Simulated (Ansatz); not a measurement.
Base system: WC (space group P-6m2, No. 187; relaxed with 0.1 eV smearing).

```yaml
crystal:
  lattice:
    - [2.89911, 0.00000, 0.00000]
    - [-1.44955, 2.51070, 0.00000]
    - [0.00000, 0.00000, 2.82680]
  atoms:
    - { symbol: W, position: [0.00000, 0.00000, 0.00000] }
    - { symbol: C, position: [0.33333, 0.66667, 0.50000] }
```

Cartesian axes are those of the cell as printed.

Calculations: PBEsol (Ansatz, a program for electronic structure, PAW, scalar-relativistic without spin-orbit coupling).

For the base:

- Pressure: 0.0 GPa

It is then changed as follows: biaxial strain −2.50 %, plane normal [001], relaxed out of plane (Cartesian); in-plane vectors clamped, the third vector and the atoms free.

Q: Predict the new out-of-plane strain.

A: The out-of-plane strain comes out as +1.01 %.

Q: Estimate the effect on the pressure.

A: The pressure (mean of the normal stresses, compression positive) goes from zero to 16.8 GPa.

Whether these cells are dynamically stable was not tested. The final runs are not spin-polarised.
